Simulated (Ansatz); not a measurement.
The parent structure is YN in the rock salt structure (space group Fm-3m, No. 225; a = 4.856 Å). Axes: x, y, z lie along the cube axes.

Modification: the cell is compressed by 3.43 % along y with no lateral relaxation, atoms relaxed at fixed cell.

Levels (all Ansatz, a quantum-chemistry and plane-wave program, PAW): PBEsol (420 eV, no spin-orbit coupling); r2SCAN (500 eV, scalar-relativistic without spin-orbit coupling).

The geometry is relaxed with PBEsol.

```
Item                   Value
--------------------  ------
PBEsol gap character  absent
PBEsol band gap         zero
```

Question: Predict the electron mass, gap character, hole mass and band gap from r2SCAN.

Answer: The electron mass amounts to 1.2 mₑ along k, 0.13 mₑ across (at M); the gap character changes from absent to indirect, Γ → M; the hole mass amounts to 0.17 mₑ along y, 1.1 mₑ across (at Γ); the band gap changes from zero to 0.27 eV.

Single points use the geometry relaxed with PBEsol. A case with no gap was solved on a k-mesh chosen for an insulator, which is coarse for it. The cells carry an imposed strain or load. Masses are band curvatures over ±0.01 Å⁻¹ around the edge. Along k means along the line from Γ to the band edge. No phonon test of stability was made. The base started in Pnma and relaxed to Fm-3m at this level. The final runs are not spin-polarised. A zero or small gap of YN can be the functional's error rather than a property of the material. Labels are those of the standard path for the cell's own space group.
